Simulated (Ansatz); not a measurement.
The parent structure is Os in the hcp (Mg type) structure (space group P6_3/mmc, No. 194; a = 2.754 Å, c = 4.347 Å; relaxed with 0.1 eV smearing). Axes: x lies along a and z along c of the hexagonal cell.

Calculations: DFT with PBE, PAW potentials and a 420 eV plane-wave cutoff in Ansatz (a quantum-chemistry and plane-wave program), no SOC.

Before the change:

The shortest interatomic distance is 2.693 Å. The band gap is zero.

Now apply this change: uniaxial strain ε_xx = −1.00 %, all other strain components held at zero; the atoms relax in the strained cell.

### Question
What happens to the energy relative to the base, shortest interatomic distance, stress and band gap?

### Answer
The energy increases by 3.4 meV/atom; the shortest interatomic distance drops by 0.006 Å, from 2.693 Å to 2.687 Å; the stress (xx, yy, zz, yz, xz, xy; compression positive) is (7.7, 2.2, 2.2, 0.0, 0.0, 0.0) GPa; the band gap stays zero.

Whether these cells are dynamically stable was not tested. The final runs are not spin-polarised.
